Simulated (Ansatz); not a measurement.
**A computed series for Sn: response to strain**

Take Sn in the diamond structure (space group Fd-3m, No. 227; a = 6.566 Å) as the base.

Strains are applied to the cell and any free atomic positions relax.

The values are results of r2SCAN (Ansatz, a quantum-chemistry and plane-wave program; PAW; 500 eV plane waves; spin-orbit coupling left out), not measurements.

Notes on the quantities. energy relative to the base: free energy F.

| isotropic strain (%) | energy relative to the base (meV/atom) |
|---|---|
| -3 | 43.2 |
| -2.5 | 29.4 |
| -2 | 18.5 |
| -1.5 | ? |
| -1 | 4.5 |
| -0.5 | 1.1 |
| 0 | 0.0 |

Task: Fit ΔE = Aε² + Bε³ (ε in %) to the rows shown and predict the withheld row.

Result: Least squares on the printed values gives A = 4.28 and B = -0.17 meV/atom (largest residual 0.1 meV/atom); this predicts 10.2 meV/atom, and the run gives 10.2 meV/atom, in agreement.

Stability against distortions was not tested.
